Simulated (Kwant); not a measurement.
Computed with Kwant: Hückel tight-binding model, one pz orbital an atom, one spin, coherent transport at 0 K. Conductance is in e²/h.

Device: π system c1ccc(cc1)C=Cc1ccccc1 between two chain leads. The π system is taken as planar. Atoms are numbered from 0 in the order of the SMILES. Site energies (eV, carbon 0): [0.0, 0.0, 0.0, 0.0, 0.0, 0.0, 0.0, 0.0, 0.0, 0.0, 0.0, 0.0, 0.0, 0.0]. Bonds (i, j, β in eV): (0,1,-2.4) (1,2,-2.4) (2,3,-2.4) (3,4,-2.4) (4,5,-2.4) (3,6,-2.4) (6,7,-2.4) (7,8,-2.4) (8,9,-2.4) (9,10,-2.4) (10,11,-2.4) (11,12,-2.4) (12,13,-2.4) (5,0,-2.4) (13,8,-2.4). Leads: chains of hopping −3.6 eV, joined by −0.72 eV to atoms 2 and 4.

Site energies and bond integrals are typed Hückel values.

Sweep values stay those of the base run.

One input was changed, with this effect: transmission at E = 0 < 1e-12 → 0.00090.

Q: Which change was it?
(A) contacts moved from atoms [2, 4] to [2, 6]
(B) contacts moved from atoms [2, 4] to [0, 2]
(C) contacts moved from atoms [2, 4] to [1, 4]
(D) contacts moved from atoms [2, 4] to [0, 11]
(E) contacts moved from atoms [2, 4] to [2, 7]
(F) contacts moved from atoms [2, 4] to [1, 6]

A: D, contacts moved from atoms [2, 4] to [0, 11]
